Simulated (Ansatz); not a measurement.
System: MgCO3 (R-3c, No. 167). Method: LDA in Ansatz (PAW).

Settings: plane-wave cutoff 520 eV, 10×10×10 k mesh, Fermi–Dirac smearing 0.01 eV, scalar-relativistic PAW data made under PBE.

Equation-of-state points:

```json
[
 {"V (Å³/atom)": "8.551", "E − E_lowest (meV/atom)": "5.78"},
 {"V (Å³/atom)": "8.729", "E − E_lowest (meV/atom)": "1.38"},
 {"V (Å³/atom)": "8.907", "E − E_lowest (meV/atom)": "0.00"},
 {"V (Å³/atom)": "9.085", "E − E_lowest (meV/atom)": "1.31"},
 {"V (Å³/atom)": "9.263", "E − E_lowest (meV/atom)": "5.01"}
]
```

Question: What bulk modulus B0 and pressure derivative B′ does a third-order Birch–Murnaghan fit give?

Answer: V0 = 8.906 Å³/atom, B0 = 121 GPa, B′ = 4.7 (fit to the energies at full precision).

Shape and atoms are relaxed at each volume.

Note: the bulk modulus comes from volumes at which shape and atoms were relaxed.

Ansatz is a first-principles code.
